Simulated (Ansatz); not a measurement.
**Ag (model structure, I4₁/amd, No. 141, 2 atoms in the cell)**

Method: r²SCAN (plane waves, PAW; Ansatz, an electronic-structure program).

Numerical settings: plane-wave cutoff 560 eV, 22×22×22 k mesh, Fermi–Dirac smearing 0.05 eV, no spin polarisation, scalar-relativistic PAW data made under PBE.

Cell (relaxed at this level):

```
CELL_PARAMETERS angstrom
     -2.63204     2.63204     1.37598
      2.63204    -2.63204     1.37598
      2.63204     2.63204    -1.37598
ATOMIC_POSITIONS crystal
  Ag 0.00000 0.00000 0.00000
  Ag 0.75000 0.25000 0.50000
```

```json
{
 "band_gap": "none",
 "bulk modulus B0": "85.8 GPa"
}
```

Note: the bulk modulus is −V dP/dV from two relaxed cells at ±2 % in volume; the relaxation could raise the start's symmetry but not lower it, so the cell can be a saddle point.

Spin–orbit coupling is not included.

Computed values are for the static lattice.

Cost on a shared machine: roughly 9 core-minutes.

A model structure was made by putting elements into a prototype or built by hand; it is no filed structure, need not be a known phase, and can be a saddle point held by its symmetry.
